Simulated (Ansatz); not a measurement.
Base system: InHO2 (space group Pnnm, No. 58; a = 4.521 Å, b = 5.282 Å, c = 3.287 Å; a cell from a computed database, its experimental status unchecked).

Levels (all Ansatz, an electronic-structure program, PAW): PBEsol (420 eV, no spin-orbit coupling); HSE06 (420 eV, without spin-orbit coupling).

The geometry is relaxed with PBEsol.

| Item | Result |
|---|---|
| PBEsol lowest conduction level above the VBM at special points | Γ 1.98 eV; X 4.72 eV; Y 4.84 eV |

Problem. How does going to HSE06 change the lowest conduction level above the VBM at special points?

Solution. The lowest conduction level above the VBM at special points becomes Γ 3.66 eV; X 6.53 eV; Y 6.62 eV (PBEsol: Γ 1.98 eV; X 4.72 eV; Y 4.84 eV).

Single points use the geometry relaxed with PBEsol. The levels and masses belong to the bands next to the band gap. Stability against distortions was not tested.
